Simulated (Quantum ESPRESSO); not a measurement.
Quantum ESPRESSO 7.5, DFT, PBE, plane waves, SSSP 1.1.2 efficiency PBE: fcc Au, 1 atom. Basis and mesh were picked for this test and aren't claimed converged.

```fortran
&CONTROL
  calculation = 'scf'
  pseudo_dir = './pseudo'
  outdir = './out'
  tprnfor = .true.
  tstress = .false.
/
&SYSTEM
  ibrav = 0
  nat = 1
  ntyp = 1
  ecutwfc = 45
  ecutrho = 360
  occupations = 'smearing'
  smearing = 'mv'
  degauss = 0.02
/
&ELECTRONS
  conv_thr = 1e-09
/
ATOMIC_SPECIES
Au 196.9666 Au_ONCV_PBE-1.0.oncvpsp.upf
CELL_PARAMETERS angstrom
  0.000000000000   2.039000000000   2.039000000000
  2.039000000000   0.000000000000   2.039000000000
  2.039000000000   2.039000000000   0.000000000000
ATOMIC_POSITIONS crystal
Au   0.000000000000   0.000000000000   0.000000000000
K_POINTS automatic
18 18 18 0 0 0
```

```bash
OMP_NUM_THREADS=1 mpirun -np 48 pw.x -nk 2 -in pw.in
```

The program reports k-points computed: 195, bands: 14, electrons: 19, G-vectors of the density: 13323, FFT grid: 36×36×36, symmetry operations: 48.

Machine: one whole node, Intel Xeon 6 (Granite Rapids), 96 cores on 1 socket, 2 hardware threads a core, 3 L3 cache groups, 3 NUMA nodes.

On 48 ranks this takes 2.8 s. Wall times, medians of two to five repeats, each run alone on the node (launch to exit). Processes are pinned to neighbouring cores unless said otherwise. The build: conda-forge: Open MPI 5.0, OpenMP, OpenBLAS 0.3.34 (pthreads), FFTW, ScaLAPACK, ELPA; another build can shift the numbers. Scratch files lie in a memory file system.

Task: Speed this job up; the result has to stay within 1.0 meV/atom in energy. Keep to 48 cores.

Result: This is not unique; one that fits is going from -nk 2 to -nk 12, one of the fastest among the values tried that keep the result.

```diff
-OMP_NUM_THREADS=1 mpirun -np 48 pw.x -nk 2 -in pw.in
+OMP_NUM_THREADS=1 mpirun -np 48 pw.x -nk 12 -in pw.in
```

Time: 2.8 s to 1.4 s (2.0× as fast). The largest move is in FFTs of H·ψ (vloc_psi): 0.78 s to 0.21 s. These two results differ by: energy equal as printed. Others tried: -nk 24 (1.4 s); -nk 16 (1.4 s); -nk 8 (1.5 s); -nk 48 (1.6 s); -nk 6 (1.6 s); -nk 4 (1.9 s); -nk left out (the program takes 4) (1.9 s); -nk 3 (2.2 s); -nk 1 (5.6 s). Launch, exit and the like take 0.64 s of the 1.4 s.
